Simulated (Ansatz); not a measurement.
Relaxation of the outer planes of the (321) surface of bcc W in its 1x1 cell, outermost plane spacing 0.85 Å in the ideal cut.

All values below come from PBE (plane waves to 420 eV, PAW; Ansatz, a program for electronic structure).

Set-up: 13 atoms, 10.2 Å thick at the start (thin: gaps and levels are the slab's own); mesh 14x6x1; 0.1 eV smearing; dipole correction on; all atoms relaxed; held to the start's symmetry, so lower structures may exist; no spin, no spin-orbit, no U.

```tsv
plane	atoms	bulk spacing to the next (Å)	relaxed spacing (Å)	change (%)	rumpling (Å)
1	W	0.851	0.770	-9.6	0.00
2	W	0.851	0.711	-16.5	0.00
```
